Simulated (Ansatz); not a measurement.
The parent structure is C in the diamond structure (space group Fd-3m, No. 227; a = 3.5538 Å).

One thing is altered: hydrostatic tension (pressure −2 GPa).

Levels (all Ansatz, a first-principles code, PAW): PBEsol (420 eV, no SOC); HSE06+SOC (420 eV, spin-orbit coupling included).

The geometry is relaxed with PBEsol.

| Quantity | Value |
|---|---|
| PBEsol valence-band top at Γ | 0.00, 0.00, 0.00 eV |
| PBEsol lowest conduction level above the VBM at special points | X 4.62 eV; K 5.55 eV; U 5.55 eV; Γ 5.56 eV |

With HSE06+SOC at the same geometry, the valence-band top at Γ (three highest Kramers pairs, from the VBM) goes from 0.00, 0.00, 0.00 eV to 0.00, 0.00, -0.01 eV; the lowest conduction level above the VBM at special points becomes X 5.93 eV; K 6.91 eV; U 6.91 eV; Γ 6.98 eV (PBEsol: X 4.62 eV; K 5.55 eV; U 5.55 eV; Γ 5.56 eV). The threefold valence maximum splits by Δso ≈ 14 meV.

Single points use the geometry relaxed with PBEsol. HSE06 was sampled on its mesh, a few special points and the semilocal edge points, so its gap is an upper bound. The spin-orbit shifts are approximate. The levels and masses belong to the bands next to the band gap. Load acts through the strain it causes; cell and atoms are relaxed under it. Whether these cells are dynamically stable was not tested.
